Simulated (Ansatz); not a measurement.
The starting structures come from a database of crystals and need not be the phases stable at ambient conditions.

By PBEsol, the system below comes out a metal.

A figure of merit of an interconnect metal is its ballistic conductance per area.

Here is the system:

```yaml
crystal:
  lattice:
    - [2.48365, 0.00000, 0.00000]
    - [-1.24182, 2.15090, 0.00000]
    - [0.00000, 0.00000, 4.14699]
  atoms:
    - { symbol: Mn, position: [0.66667, 0.33333, 0.75000] }
    - { symbol: Mn, position: [0.33333, 0.66667, 0.25000] }
```

Space group of this cell: P6_3/mmc, hcp (Mg type). The cell is strained (lengths along the current scaled by 1.03, ions clamped); by PBEsol its mean pressure is -18.6 GPa.

The current flows along the normal of the first two printed cell vectors, the (001) (indices of the unstrained crystal) plane of the conventional cell. No spin-orbit coupling; the value is a mean over 0.1 eV about the Fermi level.

Task: Estimate the ballistic conductance per area that PBEsol run with Ansatz (a program for electronic structure) returns for this system.

Result: 2.0 × 10¹⁵ S/m² for both spins.
